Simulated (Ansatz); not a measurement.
Base system: Ba₂CuHgO₄ (space group P4/mmm, No. 123; a = 3.8526 Å, c = 9.5503 Å; a cell from a computed database, its experimental status unchecked).

Levels (all Ansatz, a program for electronic structure, PAW): PBEsol (420 eV, scalar-relativistic without spin-orbit coupling); PBEsol+SOC (420 eV, spin-orbit coupling included).

The geometry is relaxed with PBEsol.

| Item | Result |
|---|---|
| PBEsol pressure | 0.0 GPa |

Problem. Predict the pressure from PBEsol+SOC.

Solution. The pressure goes from zero to -0.2 GPa.

Single points use the geometry relaxed with PBEsol. The spin-orbit shifts are approximate. Whether these cells are dynamically stable was not tested. No Hubbard U is applied and the magnetic state is the run's own (Ba2CuHgO4 not spin-polarised); other magnetic orders, which need larger cells, were not tried and can change the gap. The runs without spin-orbit coupling are not spin-polarised. An odd electron count without spin: Ba2CuHgO4.
